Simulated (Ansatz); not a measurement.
A computed series for InSb: response to strain

Consider InSb in the zinc blende structure (space group F-43m, No. 216; a = 6.635 Å).

Strains are applied to the cell and any free atomic positions relax.

The values are results of plane-wave PAW DFT at the PBE level (Ansatz, a quantum-chemistry and plane-wave program, 420 eV), spin-orbit coupling left out, earlier PAW set, not measurements.

| isotropic strain (%) | pressure (GPa) |
|---|---|
| -1.47 | 1.8 |
| -1.21 | ? |
| 0 | 0.0 |
| 1.15 | -1.2 |

Question: Fit P = P₀ − Bδ with δ = (1 + ε)³ − 1 to the rows shown and predict the withheld row.

Answer: Least squares on the printed values gives P₀ = 0.1 GPa, B = 38.4 GPa (a mean over the range) (largest residual 0.1 GPa); this predicts 1.5 GPa, and the run gives 1.5 GPa, in agreement.

No phonon test of stability was made. All final runs are without spin polarisation.
